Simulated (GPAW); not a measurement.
Band structure of Ca (Fm-3m, 1 atom in the cell).

```
CELL_PARAMETERS angstrom
      0.00000     2.85282     2.85282
      2.85282     0.00000     2.85282
      2.85282     2.85282     0.00000
ATOMIC_POSITIONS crystal
  Ca 0.00000 0.00000 0.00000
```

Computed with PBE, GPAW PAW datasets PBE (gpaw-data 1.0.1) (plane waves; GPAW).

Settings: mode = pw; ecut = 600 eV; xc = PBE; kpts = 10 10 10; mesh shift (steps) = 0 0 0; occupations.name = methfessel-paxton; occupations.width = 0.272 eV; occupations.order = 0; nbands = -9; symmetry.symmorphic = false; symmetry.tolerance = 0.0005; maxiter = 150; bandpath_npoints = 40.

The starting cell comes from a database of computed structures (which also holds hypothetical and non-ambient phases and stackings), without a prior relaxation at this level. Its lattice was rescaled by a random factor within 2.5 % of one.

Levels in eV from the Fermi level, bands 2 to 9:
```tsv
point	2	3	4	5	6	7	8	9
Γ	-23.20	-23.20	-23.20	-3.86	2.19	2.19	2.19	3.12
X	-23.29	-23.23	-23.23	-0.36	0.63	0.79	3.71	3.87
W	-23.26	-23.26	-23.23	0.25	0.65	0.65	2.32	3.87
K	-23.27	-23.25	-23.22	0.08	0.41	0.72	3.00	3.64
L	-23.29	-23.21	-23.21	-0.94	-0.24	2.09	2.09	3.71
U	-23.27	-23.25	-23.22	0.08	0.41	0.72	3.00	3.64
```

Bands cross the Fermi level along this path, so the cell is metallic at this level.
